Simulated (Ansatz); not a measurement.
Cell and atoms of amorphous Si$_{24}$O$_{47}$H$_{2}$:

```
H2O47Si24
1.0
   10.27644     0.00000     0.00000
    0.00000    10.27644     0.00000
    0.00000     0.00000    10.27644
Si O H
24 47 2
Direct
  0.22122   0.67873   0.24231
  0.29784   0.74345   0.96965
  0.40262   0.26542   0.20540
  0.21448   0.68555   0.59097
  0.41733   0.04202   0.58509
  0.90634   0.65123   0.23335
  0.87264   0.00597   0.48347
  0.06896   0.72423   0.83638
  0.63345   0.47669   0.51588
  0.98629   0.23454   0.84374
  0.38948   0.44402   0.35066
  0.73762   0.55162   0.01830
  0.11881   0.14504   0.58096
  0.66757   0.20268   0.60617
  0.93206   0.70141   0.50582
  0.63741   0.75975   0.20027
  0.74159   0.65162   0.72618
  0.25267   0.25401   0.93721
  0.42023   0.00683   0.87854
  0.58701   0.05358   0.10968
  0.76785   0.30199   0.86457
  0.40964   0.80874   0.40305
  0.24642   0.52107   0.80316
  0.85824   0.15000   0.21719
  0.76891   0.62624   0.88104
  0.70416   0.39977   0.97480
  0.53714   0.74106   0.32795
  0.09125   0.69312   0.49086
  0.31893   0.29544   0.34270
  0.45117   0.95031   0.45929
  0.10026   0.56495   0.85494
  0.24347   0.53826   0.64510
  0.66192   0.25361   0.75777
  0.11645   0.28701   0.51300
  0.82571   0.04702   0.33811
  0.48500   0.40431   0.22466
  0.35419   0.73283   0.53250
  0.85386   0.17109   0.91182
  0.38848   0.87155   0.95467
  0.86464   0.54856   0.11790
  0.47550   0.47099   0.47999
  0.88601   0.60545   0.38556
  0.30367   0.66765   0.10766
  0.87061   0.84718   0.49307
  0.54489   0.06804   0.95633
  0.79669   0.76964   0.22324
  0.68240   0.79645   0.70435
  0.45062   0.97029   0.72597
  0.27527   0.55264   0.32742
  0.26575   0.08383   0.58441
  0.15953   0.77636   0.71110
  0.64656   0.53806   0.66489
  0.90204   0.36559   0.79641
  0.72196   0.13005   0.13275
  0.62378   0.63571   0.09691
  0.59371   0.89966   0.14217
  0.14624   0.79581   0.95753
  0.51826   0.16240   0.57137
  0.34557   0.63200   0.86452
  0.05763   0.15768   0.72707
  0.02486   0.04210   0.50586
  0.28090   0.81276   0.30770
  0.29040   0.37378   0.83918
  0.06306   0.68453   0.21726
  0.88184   0.64616   0.64683
  0.30416   0.11510   0.88086
  0.47786   0.12723   0.20210
  0.31116   0.27964   0.07984
  0.69824   0.32941   0.51373
  0.09569   0.25469   0.95581
  0.77410   0.08531   0.58386
  0.59266   0.81839   0.72433
  0.17756   0.29439   0.43973
```

Methods: PBE, scalar-relativistic without spin-orbit coupling (Ansatz, a program for electronic structure); r2SCAN, scalar-relativistic without spin-orbit coupling (Ansatz); HSE06, scalar-relativistic without spin-orbit coupling (Ansatz). Neutral PBE cell, which sets geometry, pressure and energy: sampling: a 2×2×2 Γ-centred mesh; Fermi-Dirac width 0.01 eV; collinear spin, started from moments on atoms. The usual formal charges leave 4 electrons over, so the level spacing at the Fermi energy parts defect or band states and needn't be the band gap. In the spin-polarised cell the level spacing at the Fermi energy can part levels of unlike spin. Exact exchange is cut at the faces of this 10 Å cell, which leaves hybrid gaps a finite-size error.

The cell was made by melting and quenching with the CHGNet potential and then relaxed with DFT. O atoms were pushed apart under 1.9 Å during the dynamics, to hinder bonds among them. The hot cell started wider than the set density and was brought back towards it in steps. It is the lowest in DFT energy of 2 quenches. It is a model cell: composition and starting density were chosen by hand, and all elements were melted together. No dispersion term was used. Its density started from a set value of 2.19 and ended at 2.19 g/cm³. The simulated quench (nominally 530 K/ps over its main leg) is rapid and tends to freeze in more defects than a deposited or slowly cooled glass has. A cell of this size samples the disorder only roughly. The volume was held where the preparation left it.

**Question.** Give the pressure, the energy against reference phases and the spacing of the highest filled and lowest empty levels.

**Answer.** 
```json
{
  "Pressure on a 2×2×2 Γ-centred mesh": "-0.09 GPa",
  "Largest force and stress component on that mesh (the relaxation ran on the zone centre alone)": "0.04 eV/Å and 2.0 GPa",
  "Energy relative to alpha cristobalite + H2 gas + silicon (lowest mix at this level among the phases computed, not always the ambient ones)": "0.206 eV/atom",
  "Level spacing at the Fermi energy on a 2×2×2 Γ-centred mesh (PBE)": "1.40 eV",
  "Level spacing at the Fermi energy at the zone centre (PBE)": "1.43 eV",
  "Level spacing at the Fermi energy at the zone centre (r2SCAN)": "2.29 eV",
  "Level spacing at the Fermi energy at the zone centre (HSE06)": "2.83 eV",
  "Distance between the nearest levels spread over more than a fifth of the atoms or a third of the atoms of their main element (six at least) (PBE, zone centre)": "5.87 eV",
  "net_moment": "0.00 μB (unpaired spins of both signs, a broken-symmetry state)"
}
```

**Question.** At PBE and the zone centre, how localised are the states just below and above the Fermi level (participation number: the atoms over which a state spreads)?

**Answer.** The highest filled state is spread over 3.0 atoms' worth, largest on Si9, with weights by element (charge in smoothed Voronoi cells) Si 0.59, O 0.41, H 0.00. The lowest empty state is spread over 3.0 atoms' worth, largest on Si8, with weights by element (charge in smoothed Voronoi cells) Si 0.62, O 0.38, H 0.00.

At PBE the levels at both edges of the gap are localised (band-tail or defect states), and the nearest spread-out levels lie 5.9 eV apart at the zone centre.

Neighbours within Si-Si 2.60 Å, Si-O 1.90 Å, Si-H 1.70 Å, O-O 1.58 Å, O-H 1.16 Å, H-H 0.90 Å count as bonded. Two cations that share two anions don't count as bonded, nor two that share one unless they lie closer than Si-Si 2.38 Å.

Added carriers, by Ansatz with PBE, scalar-relativistic without spin-orbit coupling on the zone centre alone. Charged cells keep the cell fixed and stand in a uniform background, with no image correction, at a width of 0.01 eV; where the count is odd the moment is locked at 1 μB, unless the neutral cell bore moments. Each starts from the undistorted neutral geometry alone. PBE's self-interaction favours spread-out carriers, so it can miss traps that a hybrid finds.

**Question.** What happens at PBE when the cell takes an extra electron and the atoms relax?

**Answer.** Relaxation lowers the charged cell by 0.60 eV. The largest moves are Si8 0.27 Å, O65 0.19 Å, O51 0.17 Å, O31 0.16 Å. The neutral cell had unpaired spins already, so no single level is told as the carrier's. No bond crosses its cut-off with a change of over 0.15 Å. Made neutral again at that geometry, the cell lies +0.82 eV from the neutral start.

**Question.** What happens at PBE when the cell takes a hole and the atoms relax?

**Answer.** Relaxation lowers the charged cell by 1.02 eV. The largest moves are Si9 0.47 Å, Si24 0.22 Å, H72 0.15 Å, O52 0.15 Å. The neutral cell had unpaired spins already, so no single level is told as the carrier's. No bond crosses its cut-off with a change of over 0.15 Å. Made neutral again at that geometry, the cell lies +1.17 eV from the neutral start.

**Question.** What happens at PBE when the cell takes two holes and the atoms relax?

**Answer.** Relaxation lowers the charged cell by 2.87 eV. The largest moves are O57 0.81 Å, O31 0.70 Å, O65 0.69 Å, Si8 0.67 Å. Bonds formed: Si8-O65. Made neutral again at that geometry, the cell lies +3.04 eV from the neutral start.

A PBE run started with 1 μB on atoms that lack a bond or may hold spare charge kept moments and lay lower, so the cell was relaxed again with them.
